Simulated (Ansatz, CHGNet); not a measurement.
Lattice constant a (Å) of solids drawn from the class of intermetallic compounds, at two levels: the machine-learned potential CHGNet 0.3.0 (trained on PBE and PBE+U data), and r²SCAN (Ansatz, a program for electronic structure, plane waves, PAW).

| solid | CHGNet 0.3.0 | r²SCAN | shift (%) |
|---|---|---|---|
| L1₂ (Cu3Au-type) Al₃Sc | 4.111 | 4.086 | -0.61 |
| fluorite PtAl₂ | 5.945 | 5.904 | -0.69 |
| CsCl-type PdIn | 3.307 | 3.267 | -1.21 |
| L1₂ (Cu3Au-type) Pt₃Ti | 3.952 | 3.921 | -0.78 |
| CsCl-type CuZn | 2.959 | 2.919 | -1.35 |
| fluorite AuAl₂ | 6.056 | 6.010 | -0.76 |
| L1₂ (Cu3Au-type) Ni₃Al | 3.558 | 3.526 | -0.90 |
| B20 (FeSi-type) FeGe | 4.659 | 4.720 | +1.31 |
| L1₂ (Cu3Au-type) Ni₃Fe | 3.522 | 3.515 | -0.20 |
| CsCl-type RuAl | 2.999 | 2.982 | -0.57 |

The shifts run from -1.35 % to +1.31 %, with a median of -0.72 %.

Over all 10 rows r²SCAN is the larger in 1.

Ansatz's runs of these crystals have no spin polarisation, but for L1₂ (Cu3Au-type) Ni3Al, B20 (FeSi-type) FeGe, L1₂ (Cu3Au-type) Ni3Fe. Meta-GGA and hybrid levels favour moments, which can bear on L1₂ (Cu3Au-type) Al3Sc, fluorite PtAl2, CsCl-type PdIn, L1₂ (Cu3Au-type) Pt3Ti, L1₂ (Cu3Au-type) Ni3Al, B20 (FeSi-type) FeGe, L1₂ (Cu3Au-type) Ni3Fe.

Density-functional runs with spin start from parallel moments for L1₂ (Cu3Au-type) Ni3Al, parallel moments for B20 (FeSi-type) FeGe, parallel moments for L1₂ (Cu3Au-type) Ni3Fe.

Spin–orbit coupling is left out, also for the solids with elements from indium on (fluorite PtAl2, CsCl-type PdIn, L1₂ (Cu3Au-type) Pt3Ti, fluorite AuAl2); its size isn't shown.

Ansatz's density-functional and Hartree–Fock values are scalar-relativistic unless marked +SOC, with PAW data made under PBE.
